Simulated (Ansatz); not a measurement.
The parent structure is TiO$_{2}$ in the anatase structure (space group I4_1/amd, No. 141; a = 3.770 Å, c = 9.552 Å). Axes: x, y, z lie along a, b, c of the conventional cell.

Level of theory: Ansatz (a first-principles code), PBEsol, PAW, cutoff 420 eV, no spin-orbit coupling.

Before the change:

| Quantity | Result |
|---|---|
| Pressure | 0.00 GPa |
| Shortest interatomic distance | 192.8 pm |
| Band gap | 2.11 eV |

The change: uniaxial strain ε_zz = −3.00 %, all other strain components held at zero; the atoms relax in the strained cell.

### Question
What does the calculation give for the pressure, energy relative to the base, largest internal atomic displacement, shortest interatomic distance and band gap after the change?

### Answer
The pressure (mean of the normal stresses, compression positive) goes from zero to 5.10 GPa; the energy grows by 6.3 meV/atom; the largest internal atomic displacement amounts to 0.037 Å; the shortest interatomic distance decreases by 1.0 pm to 191.8 pm; the band gap drops by 0.10 eV, from 2.11 eV to 2.01 eV.

Whether these cells are dynamically stable was not tested. All final runs are without spin polarisation.
